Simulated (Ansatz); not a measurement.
System: L1₂ (Cu3Au-type) Pt3Ti. Method: PBE0 (Ansatz, a first-principles code, PAW).

Run with plane-wave cutoff 460 eV, 8×8×8 k mesh, Fermi–Dirac smearing 0.05 eV, no spin polarisation, scalar-relativistic PAW data made under PBE.

Energies at three volumes about the minimum:

```tsv
V (Å³/atom)	E − E_lowest (meV/atom)
14.575	8.03
14.899	0.00
15.322	7.25
```

### Question
Fit a parabola by hand: where is the minimum, what lattice constant follows, and what is the bulk modulus?

### Answer
Slopes: (0.00 − 8.03)/(14.899 − 14.575) = -24.784 and (7.25 − 0.00)/(15.322 − 14.899) = 17.139 meV/Å³. Curvature E″ = 2 × (17.139 − (-24.784))/(15.322 − 14.575) = 112.244 meV/Å⁶. From the middle of the first interval, the slope vanishes at V0 = 14.7370 − (-24.784)/112.244 = 14.958 Å³/atom. B = V0 E″ = 14.958 × 112.244 meV/Å³ × 0.1602 GPa per meV/Å³ = 269 GPa. With 4 atoms in the cube, a = (4 × 14.958)^(1/3) = 3.911 Å. The full Birch–Murnaghan fit to all volumes gives V0 = 14.949 Å³/atom and B0 = 266 GPa.

Measured, for comparison: lattice constant a 3.916 Å (temperature not stated, no zero-point or thermal correction; as tabulated in Molecular Dynamics Simulations of PtTi High-Temperature Shape Memory Alloys …).

Note: the run has no spin polarisation, so it can have missed a magnetic state.
